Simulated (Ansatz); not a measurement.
Input and output of a self-consistent single point for LuBr3 (P3m1, 8 atoms in the cell) (Ansatz, an electronic-structure program).

Method of the run: PBEsol, default PAW files made with PBE (plane waves; Ansatz).

The change in words: lattice scaled by 0.98; kpoints.mp_grid.grid: 2 2 5 → 7 7 16. Reference geometry:
```
LuBr3
1.0
   10.17123     0.00000     0.00000
   -5.08562     8.80855     0.00000
    0.00000     0.00000     3.64346
Lu Br
2 6
Cartesian
 -0.00001   5.87237   2.78259
  5.08562   2.93618   0.91086
  0.00000   3.79780   0.91086
  5.08562   5.01074   2.73259
  6.88224   1.89890   2.73259
 -1.79662   6.90964   0.91086
  1.79662   6.90964   0.91086
  3.28900   1.89890   2.73259
```

Reference input (self-consistent single point, DFT, PBEsol, plane waves, default PAW files made with PBE): basis.ecutwfc = 30.9 Ry; kpoints.mp_grid.grid = 2 2 5; hamiltonian.xc = pbesol; hamiltonian.pseudopotentials = {kind: paw} (the program's default PAW files); scf.occupations.method = fixed. This run's input differs from it in these lines:

Ansatz 0.2 input:
```diff
@@ -3,5 +3,5 @@
   lattice:
-    - [10.17123200, 0.00000000, 0.00000000]
-    - [-5.08561600, 8.80854600, 0.00000000]
-    - [0.00000000, 0.00000000, 3.64345800]
+    - [9.96780700, 0.00000000, 0.00000000]
+    - [-4.98390400, 8.63237500, 0.00000000]
+    - [0.00000000, 0.00000000, 3.57058900]
   atoms:
@@ -18,3 +18,3 @@
 kpoints:
-  mp_grid: { grid: [2, 2, 5] }
+  mp_grid: { grid: [7, 7, 16] }
 hamiltonian:
```

The program printed (abridged):

```
SCF iter   1: F=—  HF=-45655.687346 eV  |F-HF|=—  |Δ(HF+E_count)|=         —  Δρ=2.51e-3  dr2=2.45e-2  ethr=1.77e-3  ⟨swp⟩=5.9  Hψ=21465  notcnv=0  defer=729
all-band conjugate gradients solve this SCF's bands
preconditioner: auto → Resta (q_TF=auto, 2.232 Å⁻¹)
SCF iter   2: F=—  HF=-45655.688227 eV  |F-HF|=—  |Δ(HF+E_count)|=   8.81e-4  Δρ=1.38e-3  dr2=7.51e-3  ethr=2.66e-5  ⟨swp⟩=2.8  Hψ=12142  notcnv=0  defer=800
   [... lines left out ...]
SCF iter   7: F=—  HF=-45655.689292 eV  |F-HF|=—  |Δ(HF+E_count)|=   8.02e-6  Δρ=1.62e-5  dr2=1.07e-6  ethr=7.30e-9  ⟨swp⟩=2.0  Hψ=8800  notcnv=0  defer=613
SCF iter   8: F=—  HF=-45655.689292 eV  |F-HF|=—  |Δ(HF+E_count)|=   6.82e-7  Δρ=4.47e-6  dr2=7.04e-8  ethr=1.09e-10  ⟨swp⟩=16.7  Hψ=51247  notcnv=0
SCF iter   9: F=—  HF=-45655.689292 eV  |F-HF|=—  |Δ(HF+E_count)|=   6.12e-8  Δρ=4.74e-6  dr2=5.57e-8  ethr=7.65e-11  ⟨swp⟩=7.3  Hψ=28467  notcnv=0
SCF iter  10: F=-45655.689292 eV  HF=-45655.689292 eV  |F-HF|=2.75e-8  |Δ(HF+E_count)|=   5.23e-8  Δρ=1.74e-6  dr2=1.07e-8  ethr=6.06e-11  ⟨swp⟩=5.8  Hψ=24434  notcnv=0
SCF 1 converged in 10 iterations: F = -45655.689292 eV  dr2 = 1.07e-8
Free energy (F): -45655.689292 eV
Internal energy: -45655.689292 eV  (E = F + TS)
E sigma→0 (E₀):  -45655.689292 eV
Fermi energy:    1.859031 eV
--- Forces (eV/Å), atoms counted from 1 ---
  atom   1  Lu    -0.00000000     0.00000000    -0.34297274
  atom   2  Lu     0.00000000     0.00000000     0.00054235
  atom   3  Br     0.00000001    -0.40902531     0.11478072
  atom   4  Br    -0.00000001     0.39472150    -0.00063900
  atom   5  Br     0.34183885    -0.19736074    -0.00063900
  atom   6  Br    -0.35422632     0.20451265     0.11478072
  atom   7  Br     0.35422631     0.20451267     0.11478072
  atom   8  Br    -0.34183884    -0.19736076    -0.00063900
--- Stress (GPa, compression-positive) ---
        1.342386      -0.000000       0.000000
       -0.000000       1.342386       0.000000
        0.000000       0.000000       1.686262
  P = ⅓ Tr σ = 1.4570 GPa (14.570 kbar)
  The stress holds the Pulay correction. Without it, at fixed plane waves, as pw.x and ABINIT print it: P = 1.4354 GPa
```

The run converged in 10 iterations. Against the reference run the free energy rises by 4.5 meV/atom, the pressure goes from -0.59 to 1.46 GPa, the largest force goes from 0.240 to 0.425 eV/Å and the gap on the mesh goes from 2.892 to 2.829 eV.

The starting cell comes from a database of computed structures (which also holds hypothetical and non-ambient phases and stackings), without a prior relaxation at this level. Its lattice was rescaled by up to half a per cent. One atom was moved a little off its site on purpose. For this run, on top of that: lattice scaled by 0.98. Spin-orbit coupling is off. Ansatz's pressure includes its estimate of the finite-basis (Pulay) stress.

Cost on one core of a shared machine: roughly 3 min.
